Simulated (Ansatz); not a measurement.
Functionals compared on the (22-41) surface of hcp Ti in its 1x1 cell, outermost plane spacing 0.36 Å in the ideal cut, in Ansatz (plane waves, PAW). The structure was relaxed with PBE; the other rows are single points on it. Cutoff 420 eV (500 eV for r2SCAN).

Set-up: 29 atoms, 10.2 Å thick at the start (thin: gaps and levels are the slab's own); mesh 8x4x1; 0.1 eV smearing; dipole correction on; all atoms relaxed; symmetry of the start imposed; no spin, no spin-orbit, no U. These notes are the PBE run's.

```json
[
 {"functional": "PBE", "work function of the top face (eV)": "3.36", "rough cost of the single point": "–"},
 {"functional": "LDA", "work function of the top face (eV)": "3.60", "rough cost of the single point": "around 11 core-minutes (rough)"},
 {"functional": "PBEsol", "work function of the top face (eV)": "3.42", "rough cost of the single point": "roughly 11 core-minutes"},
 {"functional": "RPBE", "work function of the top face (eV)": "3.23", "rough cost of the single point": "around 12 core-minutes (rough)"},
 {"functional": "r2SCAN", "work function of the top face (eV)": "3.35", "rough cost of the single point": "roughly 20 core-minutes"}
]
```

Ansatz is an electronic-structure program.
